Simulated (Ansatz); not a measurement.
Effective masses and thermopower of FeS2 (Pnnm)

```yaml
crystal:
  lattice:
    - [4.36742, 0.00000, 0.00000]
    - [0.00000, 5.33319, 0.00000]
    - [0.00000, 0.00000, 3.34441]
  atoms:
    - { symbol: Fe, position: [0.50000, 0.50000, 0.50000] }
    - { symbol: Fe, position: [0.00000, 0.00000, 0.00000] }
    - { symbol: S, position: [0.29286, 0.87442, 0.50000] }
    - { symbol: S, position: [0.70714, 0.12558, 0.50000] }
    - { symbol: S, position: [0.79286, 0.62558, 0.00000] }
    - { symbol: S, position: [0.20714, 0.37442, 0.00000] }
```

Calculation: PBEsol with spin-orbit coupling, rigid bands (plane waves, PAW; Ansatz, an electronic-structure program). Geometry: cell and atoms relaxed with PBEsol.

- band gap: 0.88 eV
- electron conductivity mass (300 K, dilute): 1.73 (x), 1.43 (y), 2.5 (z) mₑ
- hole conductivity mass (300 K, dilute): 1.06 (x), 2.3 (y), 1.48 (z) mₑ
- effective density of states N_c (300 K): 9.8e19 cm⁻³
- effective density of states N_v (300 K): 2.2e20 cm⁻³
- density-of-states mass, electrons: 2.5 mₑ
- density-of-states mass, holes: 4.3 mₑ
- Seebeck coefficient, n-type 1e19 cm⁻³, 300 K: -472 μV/K
- Seebeck coefficient, p-type 1e19 cm⁻³, 300 K: 543 μV/K

Rigid bands; masses and Seebeck coefficients take one relaxation time τ for all states and one kind of carrier; polarons and phonon drag are left out.

Formula and space group known from diffraction (Crystallography Open Database), not checked to be the room-temperature form: FeS2 (Pnnm). Treated as nonmagnetic, magnetic states not searched for: FeS2 (Pnnm).
